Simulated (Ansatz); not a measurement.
The starting structures come from a database of crystals and need not be the phases stable at ambient conditions.

Tunnelling through a barrier is set by its complex band structure: the current falls as exp(−2κd) with the smallest κ.

Here is the system:

```xyz
10
Lattice="6.9674 0.0000 0.0000 -0.0656 6.9671 0.0000 3.4509 3.4835 4.9498" Properties=species:S:1:pos:R:3 pbc="T T T"
Rb     6.9346     3.4835     2.4749
Rb     3.4181     6.9671     2.4749
Rb     3.4509     3.4835     0.0000
Tl     0.0000     0.0000     0.0000
F      9.3285     4.5631     3.4159
F      1.0242     5.8875     1.5339
F      4.5407     2.4040     3.4159
F      5.8776     1.0795     1.5339
F      5.2993     5.3494     0.0000
F      1.6025     1.6177     0.0000
```

Space group of this cell: I4/mmm. The cell is taken as given; by r2SCAN its mean pressure is -1.8 GPa.

Transport runs along the normal of the first two printed cell vectors, the (110) plane of the conventional cell.

The gap is the functional's own, uncorrected, and κ follows it; spin-orbit coupling is left out. Mid-gap values are interpolated between the computed energies.

Task: Give the band gap and the smallest decay constant κ at mid-gap that r2SCAN (Ansatz, an electronic-structure program) yields.

Result: Gap 3.67 eV on a 6×6×6 mesh; κ = 0.450 1/Å, at the zone centre.
